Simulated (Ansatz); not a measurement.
Here is the system:

End structure of a constructed model of the (110) surface of bcc W, p(2x2) surface alloy, In on one W site of the top plane (bottom of the slab: a bare face, its two planes held):

```xyz
24
Lattice="5.5154 0.0000 0.0000 -1.8385 5.1999 0.0000 0.0000 0.0000 27.5000" Properties=species:S:1:pos:R:3 pbc="T T T"
W      0.9192     1.3000     8.1359
W      0.0000     3.8999     8.1359
W      3.6769     1.3000     8.1359
W      2.7577     3.8999     8.1359
W      1.8385     2.6000    10.3876
W      2.7577     0.0000    10.3876
W     -0.9192     2.6000    10.3876
W      0.0000     0.0000    10.3876
W      2.7565     3.8983    12.6413
W      3.6838     1.2951    12.6410
W     -0.0069     3.9049    12.6410
W      0.9204     1.3017    12.6413
W      0.0000     0.0000    14.9113
W     -0.9192     2.6000    14.8839
W      2.7577     0.0000    14.8839
W      1.8385     2.6000    14.8706
W      0.9148     1.2937    17.1507
W      0.0426     3.8698    17.1482
W      3.6343     1.3301    17.1482
W      2.7621     3.9062    17.1507
In     1.8385     2.6000    20.0695
W      2.7577     0.0000    19.2615
W     -0.9192     2.6000    19.2615
W      0.0000     0.0000    19.2954
```

Model: 24-atom slab, 11.2 Å thick at the start, 7x7x1 mesh, Fermi-Dirac 0.1 eV, dipole correction, 8 atoms held, the rest relaxed; symmetry of the start imposed; no spin, no spin-orbit, no U. It is one candidate, not shown to be the stable structure of the face.

**Question.** Estimate the work function of the top face that PBE (Ansatz, a program for electronic structure) returns for this input.

**Answer.** 4.52 eV
